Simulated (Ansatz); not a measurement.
**TiC: pressure series**

The parent structure is TiC in the rock salt structure (space group Fm-3m, No. 225).

TiC is modelled in the cubic space group Fm-3m (No. 225), the rock salt structure, Pearson symbol cF8. Cell: a = b = c = 4.261 Å, α = β = γ = 90.00°. Ti on 4a has 6 C at 2.130 Å and 12 Ti at 3.013 Å. C on 4b sees 6 Ti at 2.130 Å (octahedral). (Neighbours: up to the widest gap in distance over summed covalent radii, below 1.35, at either atom; cation-cation and far metal-metal contacts left out.)
(The calculation used a cell of 2 atoms; values per cell refer to that cell.)

Cell and atoms are relaxed at each pressure.

All numbers come from Ansatz (an electronic-structure program) LDA, no SOC.

Notes on the quantities. enthalpy: H = E + PV relative to the base's energy.

```csv
change,enthalpy,lattice parameter a
base,–,4.261 Å
pressure −2 GPa,-0.12 eV/atom,4.271 Å
pressure −1 GPa,-0.06 eV/atom,4.266 Å
pressure 0.9 GPa,+0.05 eV/atom,4.256 Å
pressure 2.1 GPa,+0.13 eV/atom,4.251 Å
pressure 4.5 GPa,+0.27 eV/atom,___
pressure 9 GPa,+0.53 eV/atom,___
pressure 15 GPa,+0.88 eV/atom,___
pressure 22.5 GPa,+1.31 eV/atom,4.163 Å
pressure 30 GPa,+1.73 eV/atom,4.136 Å
```

**Question.** Fill in the withheld entries from the trend.

**Answer.** 
- pressure 4.5 GPa, lattice parameter a: 4.239 Å
- pressure 9 GPa, lattice parameter a: 4.218 Å
- pressure 15 GPa, lattice parameter a: 4.193 Å

Load acts through the strain it causes; cell and atoms are relaxed under it. No phonon test of stability was made. No other phases were tried under pressure. The final runs are not spin-polarised.
